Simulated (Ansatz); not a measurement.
Output of an Ansatz run (abridged):

```
WARN the atoms were moved onto the symmetric positions of the space group found under crystal.symmetry.tolerance 1.0e-5 (fractional …
WARN basis.ecutwfc = 420 eV, the default
WARN ansatz: RAYON_NUM_THREADS=1 ignored (pool sized by the plan → 1); use --threads N
Pseudopotentials: kind: paw
Pseudopotential: B, paw, valence charge 3
Pseudopotential: Se, paw, valence charge 16
Crystal: 8 atoms, lattice volume = 100.842 Å³
Basis set: ecut = 420 eV, 1939 PW (Γ), exchange–correlation on 48×48×180 points (8 copies of the dense FFT grid, shifted against one another)
Bands: 46, of which v1, the nominal top of the filled ones, is band 38 counted from 1 (37 counted from 0)
Symmetry: 24 space group operations
Space group: P63/mmc (ITA 194), of the structure as read, at distance tolerance 4.7e-5 Å
k-points: 24 of 162
Initial density: superposition of atomic densities (neutral atoms: chi_scale 0, normalization atom), corrected by the library's trained network
Initial wavefunctions: pseudopotential atomic-orbital guess
Eigensolver: davidson
Functional: x = pbe(κ = 0.804, μ = 0.2195149727645171), c = pbe(β = 0.06672455060314922)
SCF iter   1: F=—  HF=-22496.858918 eV  |F-HF|=—  |Δ(HF+E_count)|=         —  Δρ=4.17e-3  dr2=1.48e-2  ethr=1.77e-3  ⟨swp⟩=5.6  Hψ=4183  notcnv=0
all-band conjugate gradients solve this SCF's bands
preconditioner: auto → Resta (q_TF=auto, 2.603 Å⁻¹)
SCF iter   2: F=—  HF=-22496.857748 eV  |F-HF|=—  |Δ(HF+E_count)|=   1.17e-3  Δρ=2.48e-3  dr2=5.53e-3  ethr=1.94e-5  ⟨swp⟩=1.5  Hψ=1419  notcnv=0
SCF iter   3: F=—  HF=-22496.857843 eV  |F-HF|=—  |Δ(HF+E_count)|=   9.52e-5  Δρ=4.10e-4  dr2=1.62e-4  ethr=7.27e-6  ⟨swp⟩=2.0  Hψ=1948  notcnv=0
SCF iter   4: F=—  HF=-22496.857484 eV  |F-HF|=—  |Δ(HF+E_count)|=   3.60e-4  Δρ=2.25e-4  dr2=3.23e-5  ethr=2.13e-7  ⟨swp⟩=2.0  Hψ=1949  notcnv=0
SCF iter   5: F=—  HF=-22496.857472 eV  |F-HF|=—  |Δ(HF+E_count)|=   1.15e-5  Δρ=7.03e-5  dr2=4.14e-6  ethr=4.25e-8  ⟨swp⟩=2.0  Hψ=1948  notcnv=0
SCF iter   6: F=—  HF=-22496.857476 eV  |F-HF|=—  |Δ(HF+E_count)|=   3.76e-6  Δρ=1.63e-5  dr2=2.43e-7  ethr=5.44e-9  ⟨swp⟩=2.0  Hψ=1470  notcnv=0
SCF iter   7: F=-22496.857476 eV  HF=-22496.857476 eV  |F-HF|=6.80e-9  |Δ(HF+E_count)|=   1.49e-7  Δρ=4.50e-6  dr2=1.83e-8  ethr=1.32e-10  ⟨swp⟩=8.5  Hψ=5020  notcnv=0
SCF 1 converged in 7 iterations: F = -22496.857476 eV  dr2 = 1.83e-8
SCF converged after 7 iterations
Free energy (F): -22496.857476 eV
Harris-Foulkes:  -22496.857476 eV  (|F-HF|=6.80e-9)
Internal energy: -22496.854502 eV  (E = F + TS)
E sigma→0 (E₀):  -22496.855989 eV
Entropy (-TS):   -0.002974 eV (-0.372 meV/atom)
Fermi energy:    13.637709 eV
--- Per-component energies (eV) ---
  E_band       = -1254.834646
  E_kinetic    = 691.237130
  E_local      = -9195.242952  (includes V_loc(G=0)·N_el)
  E_nonlocal   = -2334.805042
  E_hartree    = 4636.966878
  E_xc         = -555.023970
  E_vxc        = -558.434308  (∫ρ·V_xc dr)
  E_paw        = -7958.319405  (= ΣΔE_a)
  E_vpaw       = 868.476956  (= ΣTr[D̂ρ^β])
  E_aug_tail   = -0.002234  (compensation charges beyond the density's cutoff)
  E_ewald      = -7781.664907
  E_smearing   = -0.002974  (= −TS)
  E_closure    = 0.000000  (closes the sum)
  Σ components = -22496.857476   (vs F -22496.857476, Δ=0.00e0)
--- Forces (eV/Å), atoms counted from 1 ---
  atom   1  B      0.00000000     0.00000000     3.83106084
  atom   2  B     -0.00000000    -0.00000000     3.83106084
  atom   3  B     -0.00000000    -0.00000000    -3.83106084
  atom   4  B      0.00000000     0.00000000    -3.83106084
  atom   5  Se    -0.00000000     0.00000000     0.16805020
  atom   6  Se     0.00000000    -0.00000000     0.16805020
  atom   7  Se     0.00000000    -0.00000000    -0.16805020
  atom   8  Se     0.00000000     0.00000000    -0.16805020
  max |Σ_I F_I| component: 8.88e-16 eV/Å
--- Stress (GPa, compression-positive) ---
       42.426376      -0.000000       0.000000
       -0.000000      42.426376      -0.000000
        0.000000      -0.000000       3.762863
  P = ⅓ Tr σ = 29.5385 GPa (295.385 kbar)
  The stress holds the Pulay correction. Without it, at fixed plane waves, as pw.x and ABINIT print it: P = 29.4323 GPa
--- Band table (eV; the first three rows and the last of 24) ---
  k-point 0: bands = ["-36.0496", "-36.0496", "-36.0496", "-36.0496", "-36.0492", "-36.0492", "-36.0492", "-36.0492", "-35.9587", "-35.9587", "-35.9587", "-35.9587", "-35.9563", "-35.9563", "-35.9562", "-35.9562", "-35.9359", "-35.9356", "-35.9347", [...]
  k-point 1: bands = ["-36.0496", "-36.0496", "-36.0496", "-36.0496", "-36.0492", "-36.0492", "-36.0492", "-36.0492", "-35.9587", "-35.9587", "-35.9587", "-35.9587", "-35.9563", "-35.9563", "-35.9563", "-35.9563", "-35.9358", "-35.9358", "-35.9345", [...]
  k-point 2: bands = ["-36.0496", "-36.0496", "-36.0493", "-36.0493", "-36.0478", "-36.0478", "-36.0475", "-36.0475", "-35.9594", "-35.9593", "-35.9590", "-35.9589", "-35.9570", "-35.9570", "-35.9564", "-35.9564", "-35.9349", "-35.9346", "-35.9337", [...]
  k-point 23: bands = ["-36.0423", "-36.0423", "-36.0423", "-36.0423", "-36.0402", "-36.0402", "-36.0397", "-36.0397", "-35.9637", "-35.9637", "-35.9615", "-35.9615", "-35.9614", "-35.9614", "-35.9598", "-35.9598", "-35.9257", "-35.9257", [...]
```

The structure:

```xyz
8
Lattice="2.9986 0.0000 0.0000 -1.4993 2.5968 0.0000 0.0000 0.0000 12.9505" Properties=species:S:1:pos:R:3 pbc="T T T"
B      0.0000     1.7312     2.2145
B      1.4993     0.8656     8.6898
B      1.4993     0.8656    10.7360
B      0.0000     1.7312     4.2607
Se     0.0000     1.7312     7.7910
Se     1.4993     0.8656     1.3158
Se     1.4993     0.8656     5.1595
Se     0.0000     1.7312    11.6348
```

Problem. Reconstruct the input of this run.

Solution. Other spellings and defaults could give the same log, and not every line can be read from it. The input that was run (DFT, PBE, plane waves, default PAW files):

Ansatz 0.2 input:
```yaml
# BSe
crystal:
  lattice:
    - [2.99855400, 0.00000000, 0.00000000]
    - [-1.49927700, 2.59682400, 0.00000000]
    - [0.00000000, 0.00000000, 12.95054200]
  atoms:
    - { symbol: B, position_ang: [-0.00000150, 1.73121687, 2.21454268] }
    - { symbol: B, position_ang: [1.49927850, 0.86560713, 8.68981368] }
    - { symbol: B, position_ang: [1.49927850, 0.86560713, 10.73599932] }
    - { symbol: B, position_ang: [-0.00000150, 1.73121687, 4.26072832] }
    - { symbol: Se, position_ang: [-0.00000150, 1.73121687, 7.79104607] }
    - { symbol: Se, position_ang: [1.49927850, 0.86560713, 1.31577507] }
    - { symbol: Se, position_ang: [1.49927850, 0.86560713, 5.15949593] }
    - { symbol: Se, position_ang: [-0.00000150, 1.73121687, 11.63476693] }
kpoints:
  mp_grid:
    grid: [9, 9, 2]
hamiltonian:
  xc: pbe
  pseudopotentials:
    kind: paw
scf:
  occupations:
    method: gaussian
    width: 0.01 Ry
output:
  forces: true
  eigenvalues: true
  stress: true
```

The starting cell was generated: these elements placed on a structure prototype, without a prior relaxation; it need not be a known phase or ordering of this composition. With a pressure of about 30 GPa the cell is away from its equilibrium volume at this level. Forces in this geometry exceed 1 eV/Å. Ansatz's pressure includes its estimate of the finite-basis (Pulay) stress. The run gives no clean gap (levels at the Fermi energy touch, overlap or are partly filled at this smearing), which alone does not show that the compound is a metal.

Ansatz is an electronic-structure program.
